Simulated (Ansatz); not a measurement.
# In2Si2O7 (C2/m, No. 12, 11 atoms in the cell; start COD 8101227)

Calculation: r²SCAN (PAW; Ansatz, a program for electronic structure).

Numerical settings: plane-wave cutoff 560 eV, 8×8×8 k mesh, Fermi–Dirac smearing 0.01 eV, scalar-relativistic PAW data made under PBE.

Cell (measured lattice):

In$_{2}$O$_{7}$Si$_{2}$ is modelled in the monoclinic space group C2/m (No. 12), Pearson symbol mS22. Conventional cell: a = 6.626 Å, b = 8.604 Å, c = 4.707 Å, α = γ = 90.00°, β = 102.94°. In on 4g has 6 O at 2.111–2.247 Å. Si on 4i is coordinated by 4 O at 1.608–1.635 Å (tetrahedral). O1 on 8j is coordinated by 1 Si at 1.635 Å and 1 In at 2.111 Å and 1 In at 2.247 Å (trigonal planar). O2 on 4i sees 1 Si at 1.623 Å and 2 In at 2.145 Å (trigonal planar). O3 on 2c has 2 Si at 1.608 Å (linear). (Neighbours: up to the widest gap in distance over summed covalent radii, below 1.35, at either atom; cation-cation and far metal-metal contacts left out.)
(The calculation used a cell of 11 atoms; values per cell refer to that cell.)

```yaml
band_gap: 3.72 eV
```

Note: the file's cell can be that of a phase stable at another temperature; cell and atoms aren't relaxed at this level (largest force component 0.13 eV/Å, pressure 1.4 GPa).

Spin–orbit coupling is not included.

Static lattice: no zero-point or thermal effects.

It cost roughly 4 core-minutes of CPU time.
